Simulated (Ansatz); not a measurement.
The starting structures come from a database of crystals and need not be the phases stable at ambient conditions.

 Where the default PAW files enter, the runs use the earlier of Ansatz's two default sets.

**Evanescent states of Ga2AsP (R3m, not sure to be the ambient phase, 4 atoms a cell, 21.5 Å³ an atom) along the normal of (001)**

These are r2SCAN (plane waves, PAW; Ansatz, a quantum-chemistry and plane-wave program) values and carry that method's errors.

No gap correction and no spin-orbit coupling; mid-gap values are interpolated between computed energies.

Energies count from the valence-band top; κ is the least over a 12×12 mesh across the current.

```
E (eV)  κ (1/Å)  where
------  -------  -----
0.04      0.050      Γ
0.14      0.061      Γ
0.23      0.070      Γ
0.32      0.077      Γ
0.41        [?]      Γ
0.49        [?]      Γ
0.58        [?]      Γ
0.68        [?]      Γ
0.77        [?]      Γ
0.85        [?]      Γ
0.94        [?]      Γ
1.03        [?]      Γ
1.12      0.081      Γ
1.22      0.075      Γ
1.30      0.065      Γ
1.40      0.049      Γ
```

Problem. What belongs in the gaps?

Solution. 
- 0.41, κ (1/Å): 0.082
- 0.49, κ (1/Å): 0.086
- 0.58, κ (1/Å): 0.088
- 0.68, κ (1/Å): 0.090
- 0.77, κ (1/Å): 0.090
- 0.85, κ (1/Å): 0.090
- 0.94, κ (1/Å): 0.088
- 1.03, κ (1/Å): 0.086
